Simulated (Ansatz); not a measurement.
**Predicting a run: zincblende InP (F-43m), hydrostatic pressure (both signs)**

Cell and atoms relaxed with PBEsol to each stress σ (compression positive); gaps by PBE with spin-orbit coupling, rigid bands (plane waves, PAW; Ansatz, a first-principles code). Unloaded cell: a = b = c = 4.1564 Å, α = β = γ = 60.00°.

```
σ (GPa)  ln(V/V₀) (%)  gap (eV)
-------  ------------  --------
0                   0     0.641
-3.00            5.07     0.366
-2.00            3.25     0.464
-1.00            1.56     0.556
2.00            -2.79     0.792
4.00            -5.27     0.928
6.00            -7.52     1.047
```

### Question
Fit E_g = 0.641 eV + aσ + bσ² and ε = cσ + dσ² to the loaded rows by least squares.

### Answer
a = 0.0830 eV/GPa, b = -0.00263 eV/GPa²; c = -1.53 %/GPa, d = 0.0477 %/GPa².

### Question
One run was withheld, at σ = 1.00 GPa. Predict its gap and its ln(V/V₀), then set them beside the run.

### Answer
E_g = 0.641 + (0.0830)(1.00) + (-0.00263)(1.00)² = 0.721 eV and ε = (-1.53)(1.00) + (0.0477)(1.00)² = -1.48 %. The run gave 0.719 eV and -1.43 %, misses of 0.002 eV and 0.05 percentage points.

Gaps are resolved to about 0.01 eV; third decimals are kept for the arithmetic. Every relaxation keeps the zincblende phase (space group F-43m under this load), so a transition, a distortion that breaks the symmetry or fracture can't show.
